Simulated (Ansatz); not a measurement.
## InAs: response to strain

The reference is InAs in the zinc blende structure (space group F-43m, No. 216; a = 6.186 Å).

Strains are applied to the cell and any free atomic positions relax.

Level of theory: PBE, PAW, 420 eV (Ansatz, a quantum-chemistry and plane-wave program; no spin-orbit coupling).

Notes on the quantities. energy relative to the base: free energy F.

| isotropic strain (%) | energy relative to the base (meV/atom) |
|---|---|
| -3 | 40.9 |
| -2.5 | 27.9 |
| -1.5 | 9.7 |
| -0.5 | ? |
| 0 | 0.0 |
| 0.5 | 1.0 |
| 2 | 14.9 |
| 2.5 | 22.8 |
| 3 | 32.3 |

**Question.** Fit ΔE = Aε² + Bε³ (ε in %) to the rows shown and predict the withheld row.

**Answer.** Least squares on the printed values gives A = 4.06 and B = -0.16 meV/atom (largest residual 0.1 meV/atom); this predicts 1.0 meV/atom, and the run gives 1.0 meV/atom, in agreement.

The mesh was chosen for an insulator and is coarse for the gapless case. No phonon test of stability was made. All final runs are without spin polarisation.
